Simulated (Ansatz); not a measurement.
Reference: ScB2 (P6/mmm), PBEsol, DFPT electron-phonon coupling, linearised Boltzmann equation (plane waves, PAW, scalar-relativistic; Ansatz, a first-principles code); geometry: relaxed with this functional, without spin-orbit coupling.

```
CELL_PARAMETERS angstrom
      3.12655     0.00000     0.00000
     -1.56328     2.70768     0.00000
      0.00000     0.00000     3.48222
ATOMIC_POSITIONS crystal
  Sc 0.00000 0.00000 0.00000
  B  0.66667 0.33333 0.50000
  B  0.33333 0.66667 0.50000
```

- resistivity at 300 K: 7.7 μΩ·cm

Replace Sc by Y on the same sites and relax. What happens?

YB2 (P6/mmm): volume per atom 9.8 to 11.8 Å³; resistivity at 300 K rises (7.7 μΩ·cm to 12.9 μΩ·cm).

Replace Sc by Zr on the same sites and relax. What happens?

ZrB$_{2}$ (P6/mmm): volume per atom 9.8 to 10.1 Å³; resistivity at 300 K falls (7.7 μΩ·cm to 4.8 μΩ·cm).

Swap Sc for Mg, keeping the structure type. How do these values move?

MgB$_{2}$ (P6/mmm): volume per atom 9.8 to 9.5 Å³; resistivity at 300 K falls (7.7 μΩ·cm to 5.8 μΩ·cm).

Moves up to 5 % count as about the same. Metals; harmonic phonons alone scatter; means over directions. Halving the electron mesh moves these values by up to 3 %; q meshes are mostly untested. Some of the runs warned that the eigensolver left states short of its tolerance. Spin-orbit coupling is left out.

Formula and space group known from diffraction (Crystallography Open Database), not checked to be the room-temperature form: ScB2 (P6/mmm).
